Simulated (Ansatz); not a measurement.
# A computed series for AlAs: response to strain

Start from AlAs in the zinc blende structure (space group F-43m, No. 216; a = 5.728 Å).

Strains are applied to the cell and any free atomic positions relax.

Level of theory: PBE, PAW, 420 eV (Ansatz, a first-principles code; without spin-orbit coupling), earlier PAW set.

Notes on the quantities. energy relative to the base: free energy F.

| isotropic strain (%) | energy relative to the base (meV/atom) |
|---|---|
| -5.08 | 135.7 |
| -4.93 | 127.2 |
| 0 | 0.0 |
| 1.63 | 11.1 |
| 1.67 | ? |
| 3.11 | 38.6 |

Problem. Fit ΔE = Aε² + Bε³ (ε in %) to the rows shown and predict the withheld row.

Solution. Least squares on the printed values gives A = 4.47 and B = -0.15 meV/atom (largest residual 0.1 meV/atom); this predicts 11.7 meV/atom, and the run gives 11.7 meV/atom, in agreement.

Whether these cells are dynamically stable was not tested.
